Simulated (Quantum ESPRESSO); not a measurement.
A self-consistent single point of SrTiO3 (Pm-3m, 5 atoms in the cell) with Quantum ESPRESSO.

Method of the run: PBE, spin-orbit coupling, PseudoDojo fully relativistic norm-conserving (PBE) pseudopotentials (plane waves; Quantum ESPRESSO).

```yaml
crystal:
  lattice:
    - [3.98896, 0.00000, 0.00000]
    - [0.00000, 3.98896, 0.00000]
    - [0.00000, 0.00000, 3.98896]
  atoms:
    - { symbol: Sr, position: [0.00000, 0.00000, 0.00000] }
    - { symbol: Ti, position: [0.50000, 0.50000, 0.50000] }
    - { symbol: O, position: [0.50000, 0.00000, 0.50000] }
    - { symbol: O, position: [0.00000, 0.50000, 0.50000] }
    - { symbol: O, position: [0.50000, 0.50000, 0.00000] }
```

Reference input (self-consistent single point, DFT, PBE, plane waves, PseudoDojo standard norm-conserving (PBE) pseudopotentials): ecutwfc = 85 Ry; occupations = smearing; smearing = fermi-dirac; degauss = 0.00147 Ry; potentials = {Sr: Sr.upf, Ti: Ti.upf, O: O.upf}; K_POINTS = automatic 6 6 6 0 0 0; conv_thr = 1e-09 Ry. This run's input differs from it in these lines:

```diff
@@ -17,2 +17,4 @@
    degauss = 0.00147,
+   noncolin = .true.,
+   lspinorb = .true.,
 /
```

Its files differ too (potentials: PseudoDojo fully relativistic norm-conserving (PBE)).

The program printed (abridged):

```
     Self-consistent Calculation

     iteration #  1     ecut=    85.00 Ry     beta= 0.70

     total energy              =    -286.01522764 Ry
     estimated scf accuracy    <       1.91074156 Ry

     iteration #  2     ecut=    85.00 Ry     beta= 0.70

     total energy              =    -283.03470344 Ry
     estimated scf accuracy    <      27.50393624 Ry

     iteration #  3     ecut=    85.00 Ry     beta= 0.70

     total energy              =    -287.09283742 Ry
     estimated scf accuracy    <       0.61944542 Ry

   [... 12 blocks of this kind left out ...]

     iteration # 16     ecut=    85.00 Ry     beta= 0.70

     total energy              =    -287.06555058 Ry
     estimated scf accuracy    <          4.6E-09 Ry

     iteration # 17     ecut=    85.00 Ry     beta= 0.70
     End of self-consistent calculation

     the Fermi energy is    10.1603 ev

!    total energy              =    -287.06555058 Ry
     estimated scf accuracy    <          9.0E-10 Ry
     smearing contrib. (-TS)   =       0.00000000 Ry
     internal energy E=F+TS    =    -287.06555058 Ry

     convergence has been achieved in  17 iterations

     Forces acting on atoms (cartesian axes, Ry/au):

     atom    1 type  1   force =     0.00000000    0.00000000    0.00000000
   [... zero for the other atoms too ...]

     Total force =     0.000000     Total SCF correction =     0.000000

          total   stress  (Ry/bohr**3)                   (kbar)     P=      -65.01
  -0.00044194   0.00000000   0.00000000          -65.01        0.00        0.00
   0.00000000  -0.00044194   0.00000000            0.00      -65.01        0.00
   0.00000000   0.00000000  -0.00044194            0.00        0.00      -65.01

   JOB DONE.
```

The run converged in 17 iterations. Against the reference run the pressure hardly changes (-6.57 to -6.50 GPa) and the gap on the mesh goes from 1.781 to 1.765 eV.

The starting cell has typed, rounded lattice constants, without a prior relaxation at this level. Its lattice was rescaled by a random factor within 2.5 % of one. With a pressure of about -7 GPa the cell is away from its equilibrium volume at this level.

Cost on one core of a shared machine: roughly 3 min.
